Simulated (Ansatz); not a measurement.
Density of states of AgBr (Fm-3m) above the conduction band minimum, PBEsol, rigid bands (Ansatz, a quantum-chemistry and plane-wave program); cell volume 45.7 Å³.

| energy from edge (eV) | 10⁻³ states/eV/cell |
|---|---|
| 0.006 | 1.91 |
| 0.031 | 4.32 |
| 0.056 | 6.03 |
| 0.081 | 7.36 |
| 0.106 | 8.46 |
| 0.131 | 9.57 |
| 0.156 | 10.6 |
| 0.181 | 11.5 |
| 0.206 | 12.6 |
| 0.231 | 13.6 |
| 0.256 | 14.5 |
| 0.281 | 15.8 |
| 0.319 | 17.0 |
| 0.344 | 17.9 |
| 0.369 | 18.6 |
| 0.394 | 19.5 |
| 0.419 | 20.5 |
| 0.444 | 21.4 |
| 0.469 | 22.5 |
| 0.494 | 23.5 |
| 0.519 | 24.5 |
| 0.544 | 25.0 |
| 0.569 | 26.1 |
| 0.594 | 27.1 |

Problem. What effective density of states at 300 K does this give (∫ g(E) exp(−E/k_BT) dE, both spins, divided by the cell's size)?

Solution. 2.0e18 cm⁻³, a density-of-states mass of 0.187 mₑ, valleys and band degeneracy included.

Spin-orbit coupling is left out. Geometry: cell and atoms relaxed with PBEsol.
